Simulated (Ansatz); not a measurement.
For ScAl₃ (I4/mmm), Ansatz (a first-principles code) with PBEsol, DFPT electron-phonon coupling, linearised Boltzmann equation gives a transport coupling λ_tr = 0.339 and a Drude plasma energy ħω_p = 5.60 eV along y (a = (-1.99, 1.99, 4.38) Å; b = (1.99, -1.99, 4.38) Å; c = (1.99, 1.99, -4.38) Å).

Problem. Estimate the resistivity at 300 K from the high-temperature formula ρ = 2π λ_tr k_B T / (ħ ε₀ ω_p²), and say how the full Boltzmann solution compares.

Solution. The scattering rate is 1/τ = 2π λ_tr k_B T/ħ = 8.37e13 s⁻¹ and ω_p = 8.51e15 s⁻¹, so ρ ≈ 13.1 μΩ·cm. The Boltzmann solution gives 11.9 μΩ·cm, 0.91 times the estimate.

A metal at this level (no band gap). Only scattering by harmonic phonons is included (no impurities, grain boundaries, electron-electron scattering or thermal expansion). Spin-orbit coupling is left out. The run warned that the eigensolver left some states short of its tolerance. Halving the electron mesh (20x20x20) moves the resistivity by up to 5 % at 300 K, the coupling by up to 4 %. Smearing 0.20 eV; phonons on a 5x5x5 q mesh, which this run doesn't test.

Computed structure with no diffraction record at hand here (it may be known, metastable or hypothetical): ScAl3 (I4/mmm).
